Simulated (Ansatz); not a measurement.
Response to strain in Ge

The reference is Ge in the diamond structure (space group Fd-3m, No. 227; a = 5.676 Å).

Strains are applied to the cell and any free atomic positions relax.

All numbers come from DFT with PBEsol, PAW potentials and a 420 eV plane-wave cutoff in Ansatz (a program for electronic structure), no SOC.

Candidates:
(a) isotropic strain −3.00 %
(b) isotropic strain +1.50 %
(c) isotropic strain +2.00 %
(d) isotropic strain −1.00 %
(e) isotropic strain −1.50 %

Notes on the quantities. energy relative to the base: free energy F.

Order them by energy relative to the base, highest first.

(a) isotropic strain −3.00 % (+43 meV/atom), (c) isotropic strain +2.00 % (+16 meV/atom), (e) isotropic strain −1.50 % (+10 meV/atom), (b) isotropic strain +1.50 % (+9.2 meV/atom), (d) isotropic strain −1.00 % (+4.4 meV/atom)

Stability against distortions was not tested.
